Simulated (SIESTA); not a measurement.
Checking a run of SIESTA on SrMgPt (Pnma, 12 atoms in the cell). The aim is a self-consistent single point with DFT, GGA PBEsol, numerical atomic orbitals DZP, PseudoDojo PBEsol standard norm-conserving potentials (rewritten from UPF to PSML).

Cell that was meant: a = 7.5730 Å, b = 4.4434 Å, c = 8.5803 Å, α = 90.00°, β = 90.00°, γ = 90.00°.

Part of the input:

```
SCF.Mixer.Method             Pulay
SCF.Mixer.Weight             0.1
SCF.Mixer.History            6
SCF.DM.Tolerance             1.0E-01
SCF.H.Tolerance              1.0 eV
Diag.ParallelOverK           true
WriteForces                  true
Charge.Mulliken              end
```

Output (repeated stretches shortened):

```
reinit: Reading from file input.fdf

reinit: System Name: SrMgPt
reinit: System Label: srmgpt

   [... lines left out ...]

outcell: Cell vector modules (Ang)   :    7.572990    4.443390    8.580310
outcell: Cell angles (23,13,12) (deg):     90.0000     90.0000     90.0000
outcell: Cell volume (Ang**3)        :    288.7253
new_DM -- step:     1
Initializing Density Matrix...

Attempting to read DM from file... Failed...
DM filled with atomic data:

InitMesh: MESH = 90 x 54 x 100 = 486000
InitMesh: Mesh cutoff (required, used) =   350.000   375.402 Ry

stepf: Methfessel-Paxton step function
       Using Hermite-Gauss polynomials of order  0
        iscf     Eharris(eV)        E_KS(eV)     FreeEng(eV)     dDmax    Ef(eV) dHmax(eV)
   scf:    1   -24214.601637   -24338.232411   -24338.283938  3.144427 -2.783160 20.072674
   scf:    2   -24391.801018   -24369.511872   -24369.551631  0.809757 -3.222056 10.020035
   scf:    3   -24382.346770   -24378.464930   -24378.503033  0.584969 -3.503938  2.546950
   scf:    4   -24372.065321   -24376.722631   -24376.762000  0.406902 -3.689035  4.727327
   scf:    5   -24379.842991   -24379.013783   -24379.050956  0.287453 -3.543226  0.375460
   scf:    6   -24377.865033   -24378.648164   -24378.684713  0.160015 -3.465170  1.897024
   scf:    7   -24379.176973   -24379.025244   -24379.062187  0.114537 -3.526081  0.232510
   scf:    8   -24379.002825   -24379.015061   -24379.052009  0.010081 -3.522146  0.391906
SCF Convergence by DM+H criterion
max |DM_out - DM_in|         :     0.0100805070
max |H_out - H_in|      (eV) :     0.3919060973
SCF cycle converged after 8 iterations

Using DM_out to compute the final energy and forces

siesta: E_KS(eV) =           -24379.0151

siesta: E_KS - E_eggbox =    -24379.0151

siesta: Atomic forces (eV/Ang):
     1   -0.122385    0.000000    0.029791
     2    0.122385   -0.000000   -0.029791
     3    0.122385   -0.000000    0.029791
     4   -0.122385    0.000000   -0.029791
     5    0.144460   -0.000000    0.131585
     6   -0.144460   -0.000000   -0.131585
     7   -0.144460   -0.000000    0.131585
     8    0.144460    0.000000   -0.131585
     9   -0.055664   -0.000000   -0.125026
    10    0.055664   -0.000000    0.125026
   [... lines left out ...]
siesta: FreeEng =    -24379.052009
siesta: Cell volume =        288.725270 Ang**3
siesta:          31.15042250         27.89414649  kBar
   [... lines left out ...]
     2     0.743897    9.256103  Sr
     3     0.743897    9.256103  Sr
     4     0.743897    9.256103  Sr
     5    -0.237403   10.237403  Mg
     6    -0.237403   10.237403  Mg
     7    -0.237403   10.237403  Mg
     8    -0.237403   10.237403  Mg
     9    -0.506495   18.506495  Pt
    10    -0.506495   18.506495  Pt
    11    -0.506495   18.506495  Pt
    12    -0.506495   18.506495  Pt
 Total    -0.000000
```

### Question
Is this run sound? If not, what is wrong?

### Answer
The results are close to the sound ones and would serve for rough work. The doubtful point is a convergence threshold that is too loose. A loop that stops early leaves an energy error of second order in the density error, but errors of first order in forces and stress. The run converged in 8 iterations without an error; against the sound input the free energy goes up by 1.3 meV/atom, the pressure goes from 2.92 to 3.12 GPa and the largest force goes from 0.187 to 0.195 eV/Å.

An input that runs soundly differs in these lines (not the only fix; some lines may just follow from the change or write a value another way):
```diff
-SCF.DM.Tolerance             1.0E-01
-SCF.H.Tolerance              1.0 eV
+SCF.DM.Tolerance             1.0E-05
```

With that input, the run converged in 15 iterations: free energy E − TS -24379.0681 eV; Fermi level (on the code's own zero) -3.54 eV; pressure 2.92 GPa; largest force (vector length) 0.187 eV/Å (DFT, GGA PBEsol, numerical atomic orbitals DZP, PseudoDojo PBEsol standard norm-conserving potentials (rewritten from UPF to PSML)).

On the sound input: the starting cell comes from a database of computed structures (which also holds hypothetical and non-ambient phases and stackings), without a prior relaxation at this level. Spin polarisation is off. Values carry the incompleteness of an atom-centred basis.
